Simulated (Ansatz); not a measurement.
Functionals compared on the (321) surface of bcc Mo in its 1x1 cell, outermost plane spacing 0.84 Å in the ideal cut, in Ansatz (plane waves, PAW). The structure was relaxed with PBE; the other rows are single points on it, each with its references at the same level. Cutoff 420 eV (500 eV for r2SCAN).

Model: 13-atom slab, 10.1 Å thick at the start (thin: gaps and levels are the slab's own), 14x6x1 mesh, Fermi-Dirac 0.1 eV, dipole correction, all atoms relaxed; held to the start's symmetry, so lower structures may exist; no spin, no spin-orbit, no U. These notes are the PBE run's.

| functional | surface energy (J/m²) | work function of the top face (eV) | rough cost of the single point |
|---|---|---|---|
| PBE | 3.00 | 4.18 | – |
| LDA | 3.41 | 4.48 | around 4 core-minutes (rough) |
| PBEsol | 3.32 | 4.28 | around 4 core-minutes (rough) |
| RPBE | 2.81 | 4.03 | about 3 core-minutes (a rough figure) |
| r2SCAN | ? | ? | about 8 core-minutes (a rough figure) |

Q: Complete the blanks.

A: 
- r2SCAN, surface energy (J/m²): 3.23
- r2SCAN, work function of the top face (eV): 4.18

Ansatz is an electronic-structure program.
